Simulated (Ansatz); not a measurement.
Start from GaN in the zinc blende structure (space group F-43m, No. 216; a = 4.498 Å). Axes: x, y, z lie along the cube axes.

Method: r2SCAN (Ansatz, a first-principles code, PAW, no spin-orbit coupling).

Perturbation: every lattice vector is stretched by 3.00 %; the atoms relax in the strained cell.

Task: Predict the stress tensor and what it implies for the stiffness.

Result: Stress of the strained cell less that of the base (GPa, compression positive):
```
 -14.37    0.00    0.00
   0.00  -14.37    0.00
   0.00    0.00  -14.37
```

Then B = −ΔP/(ΔV/V₀) with ΔV/V₀ = 0.0927 gives secant stiffness values (nonlinear terms included at this strain): B ≈ 155 GPa.

As a check, the harmonic strain energy −½ V₀ Δσ:ε is 46 meV/atom; the computed energy rise is 51 meV/atom.

Stability against distortions was not tested. This is not the structure that GaN has at room temperature and ambient pressure.
